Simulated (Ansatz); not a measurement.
Amorphous Si24O49Cu2, 75 atoms at 2.34 g/cm³, one PBE-relaxed geometry, zone centre. Methods: PBE, scalar-relativistic without spin-orbit coupling (Ansatz, a quantum-chemistry and plane-wave program); r2SCAN, scalar-relativistic without spin-orbit coupling (Ansatz); HSE06, scalar-relativistic without spin-orbit coupling (Ansatz). Plane waves to 420 eV (r2SCAN 500 eV); exact exchange is cut at the cell's faces. At PBE the levels at the filled edge of the gap are localised (band-tail or defect states), and the nearest spread-out levels lie 4.9 eV apart at the zone centre. All rungs ran without spin polarisation.

It comes from a melt-quench run on a machine-learned potential (CHGNet), relaxed afterwards by DFT. O atoms were pushed apart under 1.9 Å during the dynamics, to hinder bonds among them. The hot cell started wider than the set density and was brought back towards it in steps. It is the lowest in DFT energy of 2 quenches. It is a model cell: composition and starting density were chosen by hand, and all elements were melted together. No dispersion term was used. Its density started from a set value of 2.34 and ended at 2.34 g/cm³. The quench (nominally 480 K/ps over its main leg) was far faster than any real one, so the model tends to hold more defects than a real film. Values belong to this one cell and scatter from quench to quench. The volume was held where the preparation left it, at a PBE pressure of 1.3 GPa. Stress components on the final sampling reach 2.7 GPa.

The relaxation ran on the zone centre alone. At PBE the level gap is 1.78 eV on a 2×2×2 Γ-centred mesh, and the spacing at the zone centre alone 1.81 eV.

Task: What zone-centre spacing does r2SCAN give, roughly?

Result: 2.16 eV (+0.35 eV against PBE).

Task: What zone-centre spacing does HSE06 give, roughly?

Result: 3.43 eV (+1.62 eV against PBE).

The highest filled and the lowest empty state spread over these numbers of atoms (participation numbers): PBE: 1.8 and 35.1; r2SCAN: 1.7 and 33.1; HSE06: 1.8 and 38.9.
